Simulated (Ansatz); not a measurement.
## Hf: energy against strain

Hf (hcp, P6_3/mmc, 21.613 Å³/atom at rest, c along z) under a strain ε along a direction in the basal plane (axis x), the other axes held. PBEsol in Ansatz, a plane-wave DFT program (PAW, default set), 420 eV, 21×21×12 Γ-centred mesh, Fermi-Dirac smearing 0.10 eV; ions are relaxed within the symmetry of each cell.

Here s stands for strain and y for E less E0.

| strain (%) | E less E0 (meV/atom) |
|---|---|
| -1.50 | 2.95 |
| -1.00 | 1.30 |
| -0.50 | 0.32 |
| 0.00 | 0.00 |
| 0.50 | 0.31 |
| 1.00 | 1.23 |
| 1.50 | 2.74 |
| 3.00 | ? |

Problem. Fit y against s with a parabola, and predict the withheld value at s = 3.00.

Solution. Least squares gives y = 0.000 - 0.0557·s + 1.2648·s². Residuals (row less fit): 0.021, -0.020, -0.024, 0.000, 0.022, 0.021, -0.022; standard error 0.027 (degrees of freedom: 4). Twice the quadratic coefficient over the volume, 2 × 1.2648 meV × 10⁴ × 0.1602 / 21.613 Å³, is the elastic constant C11 = 188 ± 1.7 GPa. At the withheld row, y = 0.000 - 0.0557 × 3.0 + 1.2648 × 3.0² = 11.216 meV/atom. The calculation gives 10.61 meV/atom, 0.606 meV/atom below the prediction (5.7 % of the range of y in the table). The row lies outside the fitted rows, so this is an extrapolation. From the scatter of the fitted rows alone, a prediction at this place has a standard error of 0.102 meV/atom, so the miss is 5.9 times that.

One order more, fitted to all 13 runs of the series, follows each within 0.01, so the miss is the next term of a smooth law. In a metal these values are sensitive to mesh and smearing; energies are taken to zero smearing, stresses follow the free energy. Rows are the converged runs of the series near zero and its far end; series whose fitted rows scatter by over a few per cent of the range, as at a crossing or softening among them, aren't shown in this form. Most that stay on the fit to the last digits aren't either.
